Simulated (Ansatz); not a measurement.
Base system: W in the bcc (W type) structure (space group Im-3m, No. 229; relaxed with 0.1 eV smearing).

```xyz
1
Lattice="-1.5847 1.5847 1.5847 1.5847 -1.5847 1.5847 1.5847 1.5847 -1.5847" Properties=species:S:1:pos:R:3 pbc="T T T"
W      0.0000     0.0000     0.0000
```

Cartesian axes are those of the cell as printed.

The values are results of Ansatz (a program for electronic structure), r2SCAN, PAW, cutoff 500 eV, no spin-orbit coupling, earlier PAW set, not measurements.

Perturbation: the cell is compressed by 5.87 % along y with no lateral relaxation; the atoms relax in the strained cell.

Question: Predict the stress tensor and what it implies for the stiffness.

Answer: Stress of the strained cell less that of the base (GPa, compression positive):
```
   14.2     0.0     0.0
    0.0    39.2     0.0
    0.0     0.0    14.2
```

Then −Δσ_ii/ε with ε = -0.0587 gives secant stiffness values (nonlinear terms included at this strain): C22 ≈ 668 GPa, C12 ≈ 242 GPa and C23 ≈ 242 GPa.

As a check, the harmonic strain energy −½ V₀ Δσ:ε is 110 meV/atom; the computed energy rise is 107 meV/atom.

Stability against distortions was not tested. All final runs are without spin polarisation.
